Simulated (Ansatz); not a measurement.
This Ansatz (a first-principles code) input is the reference run, SnO2 in the rutile structure (space group P4_2/mnm, No. 136), computed with Kohn–Sham DFT with the PBEsol functional, run in Ansatz with PAW and 420 eV plane waves, no spin-orbit coupling:

Ansatz 0.2 input:
```yaml
crystal:
  lattice:
    - [4.7691766349, 0, 0]
    - [0, 4.7691766349, 0]
    - [0, 0, 3.2120037956]
  atoms:
    - { symbol: Sn, position: [0, 0, 0] }
    - { symbol: Sn, position: [0.5, 0.5, 0.5] }
    - { symbol: O, position: [0.3062729855, 0.3062729855, 0] }
    - { symbol: O, position: [0.8062729855, 0.1937270145, 0.5] }
    - { symbol: O, position: [0.1937270145, 0.8062729855, 0.5] }
    - { symbol: O, position: [0.6937270145, 0.6937270145, 0] }
basis: { ecutwfc: 420, ecutrho_ratio: 4, xc_grid: 2, fft_grid_basis: typed }
kpoints: { mp_grid: { grid: [7, 7, 10] } }
hamiltonian:
  xc: pbesol
  dispersion: none
  pseudopotentials: { kind: paw }
scf: { occupations: { method: fermi_dirac, width: 0.05 }, convergence: { dr2_threshold: 0.0000000006 } }
output: { forces: true, stress: true }
checkpoint: { write: state.ck, write_every: 1000 }
```

**Question.** Write the input for this change: the cell is stretched by 0.60 % along z with no lateral relaxation; the atoms relax in the strained cell.

**Answer.** 
Ansatz 0.2 input:
```yaml
crystal:
  lattice:
    - [4.7691766349, 0, 0]
    - [0, 4.7691766349, 0]
    - [0, 0, 3.2312758184]
  atoms:
    - { symbol: Sn, position: [0, 0, 0] }
    - { symbol: Sn, position: [0.5, 0.5, 0.5] }
    - { symbol: O, position: [0.3062729855, 0.3062729855, 0] }
    - { symbol: O, position: [0.8062729855, 0.1937270145, 0.5] }
    - { symbol: O, position: [0.1937270145, 0.8062729855, 0.5] }
    - { symbol: O, position: [0.6937270145, 0.6937270145, 0] }
basis: { ecutwfc: 420, ecutrho_ratio: 4, xc_grid: 2, fft_grid_basis: typed }
kpoints: { mp_grid: { grid: [7, 7, 10] } }
hamiltonian:
  xc: pbesol
  dispersion: none
  pseudopotentials: { kind: paw }
scf: { occupations: { method: fermi_dirac, width: 0.05 }, convergence: { dr2_threshold: 0.0000000006 } }
relax: { f_tol: 0.005, max_steps: 50 }
output: { forces: true, stress: true }
checkpoint: { write: state.ck, write_every: 1000 }
```
This is the input that was run.

Whether these cells are dynamically stable was not tested.
